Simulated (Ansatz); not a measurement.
C11b WSi2, treated with PBEsol+SOC (Ansatz, a first-principles code, PAW).

Numerical settings: plane-wave cutoff 520 eV, 24×24×24 k mesh, Fermi–Dirac smearing 0.05 eV, PAW data made under PBE.

Shape and atoms are relaxed at each volume.

Pressure at four volumes; x = ln(V/13.354 Å³). One pressure is withheld.

```
V (Å³/atom)        x  P (GPa)
-----------  -------  -------
12.820       -0.0408        ?
13.087       -0.0202     4.86
13.354        0.0000    -0.01
13.888        0.0392    -8.30
```

Task: Pass a parabola P(x) through the three rows shown, estimate the bulk modulus and its pressure derivative near zero pressure, and predict the withheld pressure.

Result: Slopes between the rows: (-0.01 − (4.86))/(0.0000 − (-0.0202)) = -241.09 and (-8.30 − (-0.01))/(0.0392 − (0.0000)) = -211.48 GPa. Their difference over the span 0.0594 is c = 29.61/0.0594 = 498.5 GPa, so P(x) = 4.86 + (-241.09)(x − (-0.0202)) + 498.5 (x − (-0.0202))(x − (0.0000)). At the middle row B = −dP/dx = −[-241.09 + 498.5 × 0.0202] = 231.0 GPa, and B′ = dB/dP = 2c/B = 4.3. At x = -0.0408 the parabola gives 10.25 GPa; the run gives 10.28 GPa. The Birch–Murnaghan fit to the energies at all volumes has B0 = 230 GPa and B′ = 4.4.

Note: the bulk modulus comes from volumes at which shape and atoms were relaxed.
